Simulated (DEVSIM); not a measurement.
System: abrupt Si p-n junction, at 300 K.

| layer (left to right) | material | thickness (μm) | Nd (cm⁻³) | Na (cm⁻³) | τn (s) | τp (s) |
|---|---|---|---|---|---|---|
| 1 | Si | 14.0 | - | 2.2e17 | 0.00082 | 0.00082 |
| 2 | Si | 2.90 | 1.9e16 | - | 0.00082 | 0.00082 |

Left contact: ohmic. Right contact: ohmic. Voltage is applied to the left contact. Recombination: SRH at mid-gap. Mobility is constant in doping.

This is a model device: material constants are rounded textbook-type values typed into the input, and sizes, dopings and lifetimes were drawn at random. Values at 300 K.

| parameter | Si |
|---|---|
| gap (eV) | 1.124 |
| affinity (eV) | 4.05 |
| permittivity | 11.7 |
| Nc (cm⁻³) | 2.86e19 |
| Nv (cm⁻³) | 3.1e19 |
| μn (cm²/Vs) | 1417 |
| μp (cm²/Vs) | 470 |

Model (solved in DEVSIM): 1D drift-diffusion, Boltzmann statistics, complete ionisation; no tunnelling, impact ionisation, image-force lowering or self-heating.

The thickness of layer 2 was swept, all else fixed.

```csv
thickness of layer 2 (μm),dark forward voltage at 1 A/cm² (V),dark forward voltage at 100 A/cm² (V)
0.58,0.571,0.704
1,0.588,0.721
1.7,0.602,0.736
2.9,0.616,0.750
4.9,0.629,0.767
8.7,0.643,0.782
14,0.653,0.794
```

From the first row to the last the dark forward voltage at 1 A/cm² goes from 0.571 to 0.653. From the first row to the last the dark forward voltage at 100 A/cm² goes from 0.704 to 0.794.
